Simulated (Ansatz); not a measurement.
## CsSnI$_{3}$ in the cubic perovskite structure (space group Pm-3m, No. 221)

```
CsSnI3
1.0
    6.27133     0.00000     0.00000
    0.00000     6.27133     0.00000
    0.00000     0.00000     6.27133
Cs Sn I
1 1 3
Direct
  0.00000   0.00000   0.00000
  0.50000   0.50000   0.50000
  0.00000   0.50000   0.50000
  0.50000   0.50000   0.00000
  0.50000   0.00000   0.50000
```

The values are results of DFT with PBE, PAW potentials and a 420 eV plane-wave cutoff in Ansatz (a first-principles code), without spin-orbit coupling, not measurements. k-mesh 6×6×6 (Γ-centred); smearing 0.05 eV (Fermi–Dirac).

```json
{
  "volume_per_atom": "49.33 Å³",
  "density": "4.26 g/cm³",
  "band_gap": "0.45 eV, direct at R",
  "Electron mass (degenerate bands, along [100])": "0.035, 0.75, 0.75 mₑ",
  "hole_mass": "0.048 mₑ",
  "Lowest conduction-band minima above the VBM": "R along ⟨111⟩ 0.45 eV",
  "total_energy": "-6847.696 eV/atom (σ→0; compares only within this code and set-up)"
}
```

With I present, leaving out spin-orbit coupling can change the band edges. Effective masses come from finite differences of ±0.01 Å⁻¹. Whether these cells are dynamically stable was not tested. Many cubic perovskites are stable only at high temperature; tilts and polar distortions were not tested.
